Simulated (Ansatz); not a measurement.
## Hypothetical R-3m TlRhO2: O → S

The parent structure is TlRhO2 (space group R-3m, No. 166; a = 3.172 Å, c = 19.012 Å (hexagonal axes); a hypothetical phase, not in the database extracts checked).

One thing is altered: S takes the place of O on all its sites; the structure is relaxed again.

All numbers come from Ansatz (a program for electronic structure), r2SCAN, PAW, cutoff 500 eV, scalar-relativistic without spin-orbit coupling. k-mesh 15×15×15 (Γ-centred); smearing 0.05 eV (Fermi–Dirac), for the changed cell.

| quantity | base | changed | shift |
|---|---|---|---|
| volume per atom | 13.80 Å³ | 20.32 Å³ | +6.52 Å³ |
| c/a ratio | 5.995 | 5.797 | -0.198 |
| space group | R-3m (No. 166) | R-3m (No. 166) | – |
| shortest interatomic distance | 2.064 Å | 2.408 Å | +0.344 Å |
| band gap | zero | zero | – |

Spin-orbit coupling, missing from the scalar runs, can matter with Tl. Whether these cells are dynamically stable was not tested. As relaxed here, TlRhS2 is a hypothetical phase, not in the database extracts checked. No Hubbard U is applied, and correlation can decide whether such a compound is a metal. The final runs are not spin-polarised. The zero or small gap of TlRhS2 can change with the level of theory.
